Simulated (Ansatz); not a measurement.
Response to strain in Cs2AgBiBr6

The reference is Cs₂AgBiBr₆ (space group Fm-3m, No. 225; a = 11.187 Å). Axes: x, y, z lie along the cube axes.

Strains are applied to the cell and any free atomic positions relax; under biaxial strain the out-of-plane vector relaxes too.

The values are results of PBEsol/PAW in Ansatz (a program for electronic structure), no spin-orbit coupling, not measurements.

Candidates:
(a) biaxial strain +3.00 %, plane normal [001], relaxed out of plane
(b) biaxial strain +2.25 %, plane normal [001], relaxed out of plane
(c) biaxial strain +0.75 %, plane normal [001], relaxed out of plane

Notes on the quantities. energy relative to the base: free energy F.

**Question.** Order them by energy relative to the base, lowest first.

**Answer.** (c) biaxial strain +0.75 %, plane normal [001], relaxed out of plane (+0.6 meV/atom), (b) biaxial strain +2.25 %, plane normal [001], relaxed out of plane (+4.8 meV/atom), (a) biaxial strain +3.00 %, plane normal [001], relaxed out of plane (+8.2 meV/atom)

Whether these cells are dynamically stable was not tested.
